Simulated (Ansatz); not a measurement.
The reference is Fe in the diamond structure (space group Fd-3m, No. 227; a = 4.807 Å; not spin-polarised; a hypothetical phase, not in the database extracts checked; relaxed with 0.1 eV smearing). Axes: x, y, z lie along the cube axes.

All numbers come from DFT with PBEsol, PAW potentials and a 420 eV plane-wave cutoff in Ansatz (a program for electronic structure), no spin-orbit coupling.

It is then changed as follows: tensile biaxial strain of 1.74 % in the plane normal to [001], as in epitaxy on a mismatched substrate; the out-of-plane cell vector and the atoms relax.

Q: What does the calculation give for the energy relative to the base after the change?

A: The energy falls by 0.8 meV/atom.

Q: Estimate the effect on the in-plane stress.

A: The mean in-plane stress (compression positive) is +0.6 GPa.

Whether these cells are dynamically stable was not tested. Seeded moments were not kept for the base. All final runs are without spin polarisation. Under biaxial strain +1.74 %, plane normal [001], relaxed out of plane the cell ends below the base's energy or with stress of the wrong sign: the atoms slid into a distortion or the cell is elastically unstable, so the base is not a stable minimum at this level.
